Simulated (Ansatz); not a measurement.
Reference: LiH (Fm-3m), PBEsol, rigid bands (plane waves, PAW, scalar-relativistic; Ansatz, a first-principles code); geometry: cell and atoms relaxed with PBEsol.

Space group Fm-3m (No. 225); a = 3.9799 Å, b = 3.9799 Å, c = 3.9799 Å, α = 90.00°, β = 90.00°, γ = 90.00°

```csv
atom,site,symmetry,x,y,z
Li,4a,m-3m,0.0000,0.0000,0.0000
H,4b,m-3m,0.5000,0.5000,0.5000
```
(The calculation used a cell of 2 atoms; values per cell refer to that cell.)

| Quantity | Result |
|---|---|
| band gap | 2.73 eV |
| electron conductivity mass | 0.28 mₑ |
| hole conductivity mass | 0.40 mₑ |
| Seebeck coefficient, n-type 1e19 cm⁻³ | -298 μV/K |

Question: Replace Li by Cs on the same sites and relax. What happens?

Answer: CsH (Fm-3m): volume per atom 7.9 to 30.6 Å³; band gap falls (2.73 eV to 2.07 eV); electron conductivity mass rises (0.28 mₑ to 0.46 mₑ); hole conductivity mass rises (0.40 mₑ to 0.69 mₑ); Seebeck coefficient, n-type 1e19 cm⁻³ rises in size (-298 μV/K to -313 μV/K).

Question: Swap Li for Na, keeping the structure type. How do these values move?

Answer: NaH (Fm-3m): volume per atom 7.9 to 13.8 Å³; band gap rises (2.73 eV to 3.61 eV); electron conductivity mass rises (0.28 mₑ to 0.47 mₑ); hole conductivity mass rises (0.40 mₑ to 1.44 mₑ); Seebeck coefficient, n-type 1e19 cm⁻³ rises in size (-298 μV/K to -351 μV/K).

Question: Replace H by Cl on the same sites and relax. What happens?

Answer: LiCl (Fm-3m): volume per atom 7.9 to 16.2 Å³; band gap rises (2.73 eV to 6.35 eV); electron conductivity mass rises (0.28 mₑ to 0.48 mₑ); hole conductivity mass rises (0.40 mₑ to 1.67 mₑ); Seebeck coefficient, n-type 1e19 cm⁻³ falls in size (-298 μV/K to -206 μV/K).

Moves up to 5 % count as about the same. Masses are for dilute carriers at 300 K, harmonic means over directions unless an axis is named. Seebeck coefficients are for the stated density at 300 K, with one relaxation time for all states and whether or not that doping can be reached. Spin-orbit coupling is left out.

Formula and space group known from diffraction (Crystallography Open Database), not checked to be the room-temperature form: CsH (Fm-3m).
